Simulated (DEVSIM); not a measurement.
Device: Mo/SiON/p-Ge capacitor, at 300 K.

```tsv
layer (left to right)	material	thickness (nm)	Na (cm⁻³)
1	SiON	10.0	-
2	Ge	11000	2.9e15
```

Metal gate on the left, work function 4.6 eV. Fixed charge at the semiconductor interface 2.3e11 cm⁻² (in units of +e); interface traps 3.4e12 cm⁻² eV⁻¹, uniform in energy, neutral level at 0.5 of the gap above the valence band.

Constants are typed, rounded textbook-type inputs, not results; the design itself was drawn at random and stands for no fabricated device. Values at 300 K.

```csv
parameter,SiON,Ge
gap (eV),7,0.664
affinity (eV),1.4,4
permittivity,5.5,16
Nc (cm⁻³),-,1.04e19
Nv (cm⁻³),-,6e18
```

DEVSIM, 1D Poisson equation in equilibrium, Boltzmann statistics, complete ionisation; no quantum confinement or tunnelling. Metal contacts follow the ideal Schottky-Mott rule: no Fermi-level pinning, no interface dipoles.

The SiON thickness was swept, all else fixed.

```csv
SiON thickness (μm),threshold voltage (band bending 2φF) (V),minimum of the low-frequency capacitance (μF/cm²),capacitance of the dielectric stack (μF/cm²),flat-band voltage (V)
0.004,?,?,1.22,0.04
0.0055,0.44,0.356,0.885,0.01
0.007,0.46,0.321,0.696,-0.02
0.0085,0.47,0.292,0.573,-0.06
0.01,0.49,0.268,0.487,-0.09
0.012,0.50,0.241,0.406,-0.14
```

What belongs in the gaps?


- 0.004, threshold voltage (band bending 2φF) (V): 0.43
- 0.004, minimum of the low-frequency capacitance (μF/cm²): 0.399
